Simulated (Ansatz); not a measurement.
Start from AsP in the rock salt structure (space group Fm-3m, No. 225; a = 5.210 Å; a hypothetical phase, not in the database extracts checked).

(Cell as relaxed with PBE.)

Levels (all Ansatz, a first-principles code, PAW): PBE (420 eV, without spin-orbit coupling); r2SCAN (500 eV, no SOC).

Each level relaxes its own structure.

```json
[
 {"quantity": "volume per atom", "PBE": "17.67 Å³", "r2SCAN": "17.27 Å³"},
 {"quantity": "lattice parameter a", "PBE": "5.210 Å", "r2SCAN": "5.170 Å"},
 {"quantity": "band gap", "PBE": "zero", "r2SCAN": "zero"}
]
```

PBE's volume per atom lies 0.40 Å³ above r2SCAN's (2.3 %); PBE's lattice parameter a lies 0.040 Å above r2SCAN's (0.8 %); the two agree on the band gap. Neither level is exact; r2SCAN is the comparison here, not a measurement.

Stability against distortions was not tested. All final runs are without spin polarisation.
